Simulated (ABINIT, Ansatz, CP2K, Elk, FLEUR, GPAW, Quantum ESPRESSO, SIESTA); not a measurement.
## Code comparison for GaP (F-43m, 2 atoms in the cell)

Self-consistent single point.

```yaml
crystal:
  lattice:
    - [0.00000, 2.72500, 2.72500]
    - [2.72500, 0.00000, 2.72500]
    - [2.72500, 2.72500, 0.00000]
  atoms:
    - { symbol: Ga, position: [0.00000, 0.00000, 0.00000] }
    - { symbol: P, position: [0.25000, 0.25000, 0.25000] }
```

All programs got the same cell, k-point mesh and kind of occupations (in Ansatz's words: kpoints.mp_grid.grid = 5 5 5; scf.occupations.method = fermi_dirac; scf.occupations.width = 0.01 eV); potentials, basis and cutoffs are each program's usual ones.

```tsv
code	model	pressure (GPa)	gap on the mesh (eV)	k-points	cutoff
Ansatz	PBE, default PAW files	2.60	1.595	10	420 eV
ABINIT	PBE, norm-conserving pseudopotentials (PseudoDojo nc-sr-05 PBE standard)	2.72	1.597	10	40 Ha
GPAW	PBE, GPAW PAW datasets PBE (gpaw-data 1.0.1)	4.70	1.619	10	550 eV
CP2K	PBE, GPW, DZVP-MOLOPT-SR-GTH basis, GTH-PBE potentials (GTH_POTENTIALS)	3.16	1.620	63	grid 600 Ry
Quantum ESPRESSO	PBE, PseudoDojo stringent norm-conserving (PBE) pseudopotentials	2.57	1.598	10	115 Ry
SIESTA	GGA PBE, numerical atomic orbitals TZP, PseudoDojo PBE standard norm-conserving potentials (rewritten from UPF to PSML)	1.75	1.567	63	grid 350 Ry
Elk	PBE, all-electron FP-LAPW, Elk's shipped species files, APW+lo basis with extra local orbitals	–	1.572	14	rgkmax 8
FLEUR	PBE, all-electron FLAPW (FLEUR), scalar-relativistic valence	–	1.593	14	Kmax 4 1/bohr
```

A dash marks a value that a program does not give, or that is left out as unsure.

Gaps are read on the mesh.

The spread over the programs that give each value: pressure within 2.95 GPa; gap on the mesh within 0.053 eV.

The starting cell has typed, rounded lattice constants, without a prior relaxation at this level.

**Question.** Why do the programs differ, and what cannot be compared?

**Answer.** Differences of this kind can come from the potentials, where these differ, and from what each basis and cutoff leave unconverged. The valence holds different numbers of electrons (Ansatz (a program for electronic structure) 18, ABINIT 18, GPAW 8, CP2K 18, Quantum ESPRESSO 26, SIESTA 18, FLEUR 18). The zero of total energies and Fermi levels follows the potentials and each program's conventions, so they are not compared here. CP2K and SIESTA use small atom-centred bases, whose incompleteness enters pressures, forces and empty levels differently from a plane-wave cutoff. Elk and FLEUR treat all electrons, but the usual bases taken here (sphere radii, linearisation, local orbitals, empty states) were not tested for convergence, so the values are no reference for the others. Ansatz's pressure is given at a fixed set of plane waves, as the other plane-wave codes print theirs; with its correction for the finite basis it is 2.64 GPa. The programs reduce the same mesh by symmetry to different extents, which changes the work and not the result. In the pressure, GPAW (by 2.04) lies more than 1 GPa from the median of the plane-wave programs.

Keys are those of Ansatz 0.2.
